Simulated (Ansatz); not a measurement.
The parent structure is CaC6 (space group R-3m, No. 166; a = 4.343 Å, c = 13.533 Å (hexagonal axes); a hypothetical phase, not in the database extracts checked).

(Cell as relaxed with PBE.)

Levels (all Ansatz, a first-principles code, PAW): PBE (420 eV, no spin-orbit coupling); PBEsol (420 eV, no SOC).

Each level relaxes its own structure.

| base | PBE | PBEsol |
|---|---|---|
| volume per atom | 10.52 Å³ | 10.26 Å³ |
| lattice parameter a | 4.343 Å | 4.326 Å |
| band gap | zero | zero |

It is then changed as follows: every lattice vector is stretched by 0.77 %; the atoms relax in the strained cell.

| quantity | PBE | PBEsol |
|---|---|---|
| pressure (mean of the normal stresses, compression positive) | -4.6 GPa | -4.8 GPa |
| band gap | zero | zero |
| energy relative to the base (free energy F) | +3.6 meV/atom | +3.6 meV/atom |

PBE's pressure lies 0.2 GPa above PBEsol's; the two agree on the band gap and energy relative to the base. Neither level is exact; PBEsol is the comparison here, not a measurement.

No phonon test of stability was made. All final runs are without spin polarisation.
